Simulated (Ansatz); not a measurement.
This Ansatz (a program for electronic structure) input is the reference run, K$_{2}$S in the anti-fluorite structure (space group Fm-3m, No. 225), computed with Kohn–Sham DFT with the PBEsol functional, run in Ansatz with PAW and 420 eV plane waves, scalar-relativistic without spin-orbit coupling:

Ansatz 0.2 input:
```yaml
crystal:
  lattice:
    - [0, 3.6679884838, 3.6679884838]
    - [3.6679884838, 0, 3.6679884838]
    - [3.6679884838, 3.6679884838, 0]
  atoms:
    - { symbol: K, position: [0.25, 0.25, 0.25] }
    - { symbol: K, position: [0.75, 0.75, 0.75] }
    - { symbol: S, position: [0, 0, 0] }
basis: { ecutwfc: 420, ecutrho_ratio: 4, xc_grid: 2, fft_grid_basis: typed }
kpoints: { mp_grid: { grid: [8, 8, 8] } }
hamiltonian:
  xc: pbesol
  dispersion: none
  pseudopotentials: { kind: paw }
scf: { occupations: { method: fermi_dirac, width: 0.05 }, convergence: { dr2_threshold: 0.0000000003 } }
output: { forces: true, stress: true }
checkpoint: { write: state.ck, write_every: 1000 }
```

Task: Write the input for this change: a pure shear with ε_xy = ε_yx = 0.0086; the atoms relax in the strained cell.

Result: 
Ansatz 0.2 input:
```yaml
crystal:
  lattice:
    - [0.031544701, 3.6679884838, 3.6679884838]
    - [3.6679884838, 0.031544701, 3.6679884838]
    - [3.6995331848, 3.6995331848, 0]
  atoms:
    - { symbol: K, position: [0.25, 0.25, 0.25] }
    - { symbol: K, position: [0.75, 0.75, 0.75] }
    - { symbol: S, position: [0, 0, 0] }
basis: { ecutwfc: 420, ecutrho_ratio: 4, xc_grid: 2, fft_grid_basis: typed }
kpoints: { mp_grid: { grid: [8, 8, 8] } }
hamiltonian:
  xc: pbesol
  dispersion: none
  pseudopotentials: { kind: paw }
scf: { occupations: { method: fermi_dirac, width: 0.05 }, convergence: { dr2_threshold: 0.0000000003 } }
relax: { f_tol: 0.005, max_steps: 50 }
output: { forces: true, stress: true }
checkpoint: { write: state.ck, write_every: 1000 }
```
This is the input that was run.

Stability against distortions was not tested.
